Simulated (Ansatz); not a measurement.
Electronic density of states of amorphous Si10Al16O44, density 2.63 g/cm³, on a 2×2×2 Γ-centred mesh with a Gaussian width of 0.1 eV; energies count from the Fermi level, whose place inside the gap is arbitrary. Cell and mesh are small, so fine structure isn't converged. All values below come from PBE, scalar-relativistic without spin-orbit coupling (plane waves to 420 eV, PAW; Ansatz, a program for electronic structure). Sampling: a 2×2×2 Γ-centred mesh; Fermi-Dirac width 0.02 eV; no spin polarisation. At PBE the levels at the filled edge of the gap are localised (band-tail or defect states).

It comes from a melt-quench run on a machine-learned potential (CHGNet), relaxed afterwards by DFT. O atoms were pushed apart under 1.9 Å during the dynamics, to hinder bonds among them. The hot cell started wider than the set density and was brought back towards it in steps. It is the lowest in DFT energy of 8 quenches. It is a model cell: composition and starting density were chosen by hand, and all elements were melted together. No dispersion term was used. Its density started from a set value of 2.67 and ended at 2.63 g/cm³. The simulated quench (nominally 280 K/ps over its main leg) is rapid and tends to freeze in more defects than a deposited or slowly cooled glass has. Values belong to this one cell and scatter from quench to quench. Volume and shape were free in the relaxation.

```csv
E - EF (eV),states/(eV atom)
-12.00,0.00
-11.90,0.00
-11.80,0.00
-11.70,0.00
-11.60,0.00
-11.50,0.00
-11.40,0.00
-11.30,0.00
-11.20,0.05
-11.10,0.13
-11.00,0.09
-10.90,0.01
-10.80,0.01
-10.70,0.07
-10.60,0.15
-10.50,0.06
-10.40,0.00
-10.30,0.00
-10.20,0.01
-10.10,0.08
-10.00,0.13
-9.90,0.05
-9.80,0.01
-9.70,0.05
-9.60,0.12
-9.50,0.15
-9.40,0.21
-9.30,0.26
-9.20,0.22
-9.10,0.23
-9.00,0.21
-8.90,0.19
-8.80,0.09
-8.70,0.06
-8.60,0.15
-8.50,0.22
-8.40,0.25
-8.30,0.28
-8.20,0.31
-8.10,0.31
-8.00,0.35
-7.90,0.34
-7.80,0.30
-7.70,0.31
-7.60,0.34
-7.50,0.35
-7.40,0.38
-7.30,0.40
-7.20,0.43
-7.10,0.47
-7.00,0.41
-6.90,0.35
-6.80,0.39
-6.70,0.40
-6.60,0.38
-6.50,0.45
-6.40,0.47
-6.30,0.50
-6.20,0.49
-6.10,0.44
-6.00,0.47
-5.90,0.54
-5.80,0.61
-5.70,0.61
-5.60,0.56
-5.50,0.51
-5.40,0.55
-5.30,0.58
-5.20,0.49
-5.10,0.50
-5.00,0.61
-4.90,0.65
-4.80,0.64
-4.70,0.63
-4.60,0.63
-4.50,0.67
-4.40,0.72
-4.30,0.71
-4.20,0.68
-4.10,0.66
-4.00,0.68
-3.90,0.76
-3.80,0.82
-3.70,0.80
-3.60,0.78
-3.50,0.74
-3.40,0.74
-3.30,0.70
-3.20,0.70
-3.10,0.76
-3.00,0.76
-2.90,0.77
-2.80,0.75
-2.70,0.67
-2.60,0.60
-2.50,0.58
-2.40,0.55
-2.30,0.54
-2.20,0.47
-2.10,0.26
-2.00,0.13
-1.90,0.04
-1.80,0.00
-1.70,0.00
-1.60,0.00
-1.50,0.00
-1.40,0.00
-1.30,0.00
-1.20,0.00
-1.10,0.00
-1.00,0.00
-0.90,0.00
-0.80,0.00
-0.70,0.00
-0.60,0.00
-0.50,0.00
-0.40,0.00
-0.30,0.00
-0.20,0.00
-0.10,0.00
0.00,0.00
0.10,0.00
0.20,0.00
0.30,0.00
0.40,0.00
0.50,0.00
0.60,0.00
0.70,0.00
0.80,0.00
0.90,0.00
1.00,0.00
1.10,0.00
1.20,0.00
1.30,0.00
1.40,0.00
1.50,0.00
1.60,0.00
1.70,0.00
1.80,0.00
1.90,0.01
2.00,0.02
2.10,0.00
2.20,0.00
2.30,0.01
2.40,0.04
2.50,0.04
2.60,0.02
2.70,0.04
2.80,0.05
2.90,0.04
3.00,0.07
3.10,0.04
3.20,0.01
3.30,0.04
3.40,0.07
3.50,0.07
3.60,0.08
3.70,0.11
3.80,0.10
3.90,0.09
4.00,0.10
4.10,0.11
4.20,0.11
4.30,0.10
4.40,0.13
4.50,0.18
4.60,0.17
4.70,0.17
4.80,0.15
4.90,0.14
5.00,0.15
5.10,0.16
5.20,0.21
5.30,0.27
5.40,0.29
5.50,0.27
5.60,0.29
5.70,0.32
5.80,0.31
5.90,0.32
6.00,0.35
6.10,0.40
6.20,0.41
6.30,0.45
6.40,0.46
6.50,0.46
```

The level gap on this mesh is 3.97 eV; the broadening fills part of it in the curve.
